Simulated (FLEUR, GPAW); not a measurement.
A FLEUR input for a self-consistent single point of Sr3P2 (Pm-3m, 5 atoms in the cell) (DFT, PBEsol, all-electron FLAPW (FLEUR), scalar-relativistic valence):

Input of the input generator:

```
Sr3P2
&input film=f /
1.0000000000 0.0000000000 0.0000000000
0.0000000000 1.0000000000 0.0000000000
0.0000000000 0.0000000000 1.0000000000
10.5004521841
1.0 1.0 1.0

5
38 0.0000000000 0.5000000000 0.5000000000
38 0.5000000000 0.0000000000 0.5000000000
38 0.5000000000 0.5000000000 0.0000000000
15 0.0000000000 0.0000000000 0.0000000000
15 0.5000000000 0.5000000000 0.5000000000

&comp jspins=1 /
&exco xctyp='PBEs' /
&kpt div1=6 div2=6 div3=6 gamma=t /
&end /
```

```xml
<?xml version="1.0" encoding="UTF-8" standalone="no"?>
<fleurInput fleurInputVersion="0.39">
   <comment>
      Sr3P2                                                                                               
   </comment>
   <calculationSetup>
      <cutoffs Kmax="4.1" Gmax="16.4" GmaxXC="16.4" numbands="0"/>
      <scfLoop itmax="60" minDistance="0.00001" maxIterBroyd="25" imix="Anderson" alpha="0.05" precondParam="0.0" spinf="2.0"/>
      <coreElectrons ctail="T" frcor="F" kcrel="0" coretail_lmax="0"/>
      <xcFunctional name="PBEs" relativisticCorrections="F"/>
      <magnetism jspins="1"/>
      <soc l_soc="F" theta="0.0" phi="0.0" spav="F"/>
      <expertModes spex="0" secvar="F"/>
      <geometryOptimization l_f="T" forcealpha="1.0" forcemix="BFGS" epsdisp="0.00001" epsforce="0.00001"/>
      <ldaU l_linMix="F" mixParam="0.05" spinf="1.0"/>
   </calculationSetup>
   <cell>
      <bzIntegration valenceElectrons="40.0" mode="hist" fermiSmearingEnergy="0.00499791">
         <kPointListSelection listName="default-1"/>
         <!-- k-points included here -->
         <xi:include xmlns:xi="http://www.w3.org/2001/XInclude" href="kpts.xml"> </xi:include>
      </bzIntegration>
      <!-- symmetry operations included here -->
      <xi:include xmlns:xi="http://www.w3.org/2001/XInclude" href="sym.xml"> </xi:include>
      <bulkLattice scale="1.0">
         <bravaisMatrix>
            <row-1>   10.5004521841000003     0.0000000000000000     0.0000000000000000</row-1>
            <row-2>    0.0000000000000000    10.5004521841000003     0.0000000000000000</row-2>
            <row-3>    0.0000000000000000     0.0000000000000000    10.5004521841000003</row-3>
         </bravaisMatrix>
      </bulkLattice>
   </cell>
   <atomSpecies>
      <species name="Strontium (Sr)" element="Sr" atomicNumber="38">
         <mtSphere radius="2.68" gridPoints="925" logIncrement="0.014"/>
         <atomicCutoffs lmax="10" lnonsphr="8"/>
         <electronConfig flipSpins="F">
            <coreConfig>(1s1/2) (2s1/2) (2p1/2) (2p3/2) (3s1/2) (3p1/2) (3p3/2) (3d3/2) (3d5/2)</coreConfig>
            <valenceConfig>(4s1/2) (4p1/2) (4p3/2) (5s1/2)</valenceConfig>
         </electronConfig>
         <energyParameters s="5" p="5" d="4" f="4"/>
         <lo type="SCLO" l="0" n="4" eDeriv="0"/>
         <lo type="SCLO" l="1" n="4" eDeriv="0"/>
      </species>
      <species name="Phosphorous (P)" element="P" atomicNumber="15">
         <mtSphere radius="1.97" gridPoints="681" logIncrement="0.017"/>
         <atomicCutoffs lmax="8" lnonsphr="6"/>
         <electronConfig flipSpins="F">
            <coreConfig>(1s1/2) (2s1/2) (2p1/2) (2p3/2)</coreConfig>
            <valenceConfig>(3s1/2) (3p1/2) (3p3/2)</valenceConfig>
            <stateOccupation state="(3p1/2)" spinUp="0.5" spinDown="0.5"/>
            <stateOccupation state="(3p3/2)" spinUp="1.0" spinDown="1.0"/>
         </electronConfig>
         <energyParameters s="3" p="3" d="3" f="4"/>
      </species>
   </atomSpecies>
   <atomGroups>
      <atomGroup species="Strontium (Sr)">
         <relPos label="                   1">.0000000000 1.000/2.000 1.000/2.000</relPos>
         <relPos label="                   2">1.000/2.000 .0000000000 1.000/2.000</relPos>
         <relPos label="                   3">1.000/2.000 1.000/2.000 .0000000000</relPos>
         <force calculate="T" relaxXYZ="TTT"/>
      </atomGroup>
      <atomGroup species="Phosphorous (P)">
         <relPos label="                   4">.0000000000 .0000000000 .0000000000</relPos>
         <force calculate="T" relaxXYZ="TTT"/>
      </atomGroup>
      <atomGroup species="Phosphorous (P)">
         <relPos label="                   5">1.000/2.000 1.000/2.000 1.000/2.000</relPos>
         <force calculate="T" relaxXYZ="TTT"/>
      </atomGroup>
   </atomGroups>
   <output dos="F" band="F" slice="F">
      <checks vchk="F" cdinf="F"/>
      <bandDOS minEnergy="-.5*Htr" maxEnergy="0.5*Htr" sigma="0.015" storeEVData="T"/>
      <vacuumDOS vacdos="F" integ="F" star="F" nstars="0" locx1="0.0" locy1="0.0" locx2="0.0" locy2="0.0" nstm="0" tworkf="0.0"/>
      <unfoldingBand unfoldBand="F" supercellX="1" supercellY="1" supercellZ="1"/>
      <plotting iplot="0" polar="F">
         <plot TwoD="T" vec1="  1.0  0.0  0.0" vec2="  0.0  1.0  0.0" vec3="  0.0  0.0  1.0" zero="  0.0  0.0  0.0" file="plot"/>
      </plotting>
      <chargeDensitySlicing numkpt="0" minEigenval="0.0" maxEigenval="0.0" nnne="0" pallst="F"/>
      <specialOutput eonly="F"/>
      <magneticCircularDichroism mcd="F" energyLo="-10.0" energyUp="0.0"/>
   </output>
  <!-- We include the file relax.xml here to enable relaxations (see documentation) -->
  <xi:include xmlns:xi="http://www.w3.org/2001/XInclude" href="relax.xml"> <xi:fallback/> </xi:include>
</fleurInput>
```

### Question
Write the same calculation as an input for GPAW.

### Answer
This is the input that was run; spellings and numerical settings could be chosen otherwise.

```python
from ase import Atoms
from ase.units import GPa
from gpaw import GPAW, PW, FermiDirac

atoms = Atoms(['Sr', 'Sr', 'Sr', 'P', 'P'],
              cell=[[5.556600, 0.000000, 0.000000],
                    [0.000000, 5.556600, 0.000000],
                    [0.000000, 0.000000, 5.556600]],
              positions=[[0.000000, 2.778300, 2.778300],
                         [2.778300, 0.000000, 2.778300],
                         [2.778300, 2.778300, 0.000000],
                         [0.000000, 0.000000, 0.000000],
                         [2.778300, 2.778300, 2.778300]],
              pbc=True)

calc = GPAW(mode=PW(550),
            xc='PBEsol',
            kpts={'size': (6, 6, 6), 'gamma': True},
            occupations=FermiDirac(0.136),
            nbands=-6,
            convergence={'forces': 0.001, 'bands': -4},
            symmetry={'symmorphic': False, 'tolerance': 0.0005},
            maxiter=120)

atoms.calc = calc

energy = atoms.get_potential_energy()
print('Energy (eV):', round(energy, 6))
forces = atoms.get_forces()
print('Forces (eV/Ang):')
print(forces.round(5))
stress = atoms.get_stress()
print('Stress (GPa, Voigt):', (stress / GPa).round(4))
```

Basis, cutoffs, solver keys and any potentials are the target program's own. This input uses DFT PBEsol, plane waves, GPAW PAW datasets PBEsol (made by gpaw-setup).

The starting cell comes from a database of computed structures (which also holds hypothetical and non-ambient phases and stackings), without a prior relaxation at this level. For this run, on top of that: lattice scaled by 0.98.
